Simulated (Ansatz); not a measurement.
**How far PBE and PBEsol part for CuCl, Cl → I**

The reference is CuCl in the zinc blende structure (space group F-43m, No. 216; a = 5.4241 Å).

(Cell as relaxed with PBE.)

Levels (all Ansatz, an electronic-structure program, PAW): PBE (420 eV, no SOC); PBEsol (420 eV, scalar-relativistic without spin-orbit coupling).

Each level relaxes its own structure.

```json
[
 {"base": "volume per atom", "PBE": "19.95 Å³", "PBEsol": "18.50 Å³"},
 {"base": "lattice parameter a", "PBE": "542.4 pm", "PBEsol": "529.0 pm"},
 {"base": "band gap", "PBE": "0.53 eV", "PBEsol": "0.55 eV"}
]
```

Now apply this change: full substitution Cl → I; the structure is relaxed again.

```tsv
quantity	PBE	PBEsol
band gap	1.10 eV	?
shift of the gap caused by the change	+0.57 eV	?
lattice parameter a	607.9 pm	?
electron mass	0.15 mₑ (at Γ)	?
```

Question: Given the PBE results, estimate those of PBEsol.

Answer: 
- band gap, PBEsol: 1.17 eV
- shift of the gap caused by the change, PBEsol: +0.62 eV
- lattice parameter a, PBEsol: 593.9 pm
- electron mass, PBEsol: 0.14 mₑ (at Γ)

PBE's band gap lies 0.07 eV below PBEsol's; PBE's shift of the gap caused by the change lies 0.044 eV below PBEsol's; PBE's lattice parameter a lies 14.0 pm above PBEsol's (2.4 %). Neither level is exact; PBEsol is the comparison here, not a measurement.

Spin-orbit coupling, missing from the scalar runs, can matter with I. Masses are band curvatures over ±0.01 Å⁻¹ around the edge. Stability against distortions was not tested. No Hubbard U is applied. All final runs are without spin polarisation.
